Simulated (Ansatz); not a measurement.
We consider MoPt (model structure, Fm-3m, No. 225, 2 atoms in the cell), described by r²SCAN (plane waves, PAW; Ansatz, a program for electronic structure).

Settings: plane-wave cutoff 560 eV, 20×20×20 k mesh, Fermi–Dirac smearing 0.05 eV, no spin polarisation, scalar-relativistic PAW data made under PBE.

Cell (relaxed at this level):

Space group Fm-3m (No. 225); a = b = c = 5.2168 Å, α = β = γ = 90.00°

```
atom  site  symmetry       x       y       z
----  ----  --------  ------  ------  ------
Pt      4a      m-3m  0.0000  0.0000  0.0000
Mo      4b      m-3m  0.5000  0.5000  0.5000
```
(The calculation used a cell of 2 atoms; values per cell refer to that cell.)

### Question
Estimate the bulk modulus B0 that the calculation returns.

### Answer

- bulk modulus B0 = 213 GPa

Note: the run has no spin polarisation, so it can have missed a magnetic state; the bulk modulus is −V dP/dV from two relaxed cells at ±2 % in volume; the relaxation could raise the start's symmetry but not lower it, so the cell can be a saddle point.

Spin–orbit coupling is not included.

The computed numbers hold no vibrational or temperature effects.

A model structure was made by putting elements into a prototype or built by hand; it is no filed structure, need not be a known phase, and can be a saddle point held by its symmetry.
